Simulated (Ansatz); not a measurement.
**AlN: pressure series**

Base system: AlN in the zinc blende structure (space group F-43m, No. 216).

Space group F-43m (No. 216); a = b = c = 4.342 Å, α = β = γ = 90.00°

```csv
atom,site,symmetry,x,y,z
Al,4a,-43m,0.0000,0.0000,0.0000
N,4d,-43m,0.7500,0.7500,0.7500
```
(The calculation used a cell of 2 atoms; values per cell refer to that cell.)

Cell and atoms are relaxed at each pressure.

Computed with LDA (Ansatz, a first-principles code; PAW; 420 eV plane waves; no spin-orbit coupling).

| variant | density | width of the top valence band | smallest direct gap |
|---|---|---|---|
| base | 3.33 g/cm³ | 2.76 eV | 4.39 eV |
| pressure −2 GPa | 3.29 g/cm³ | 2.73 eV | 4.30 eV |
| pressure −1 GPa | 3.31 g/cm³ | 2.75 eV | 4.34 eV |
| pressure 0.9 GPa | 3.34 g/cm³ | 2.77 eV | 4.43 eV |
| pressure 2.1 GPa | 3.36 g/cm³ | 2.78 eV | 4.48 eV |
| pressure 9 GPa | 3.46 g/cm³ | 2.84 eV | 4.75 eV |
| pressure 15 GPa | 3.54 g/cm³ | 2.90 eV | 4.97 eV |
| pressure 22.5 GPa | 3.64 g/cm³ | 2.96 eV | 5.18 eV |
| pressure 30 GPa | 3.73 g/cm³ | 3.01 eV | 5.22 eV |

Load acts through the strain it causes; cell and atoms are relaxed under it. Whether these cells are dynamically stable was not tested. Tetrahedral semiconductors of this kind turn to denser phases somewhere between about 1 and 50 GPa; those were not computed, so compressed cells here can lie past the real transition. This is not the structure that AlN has at room temperature and ambient pressure.
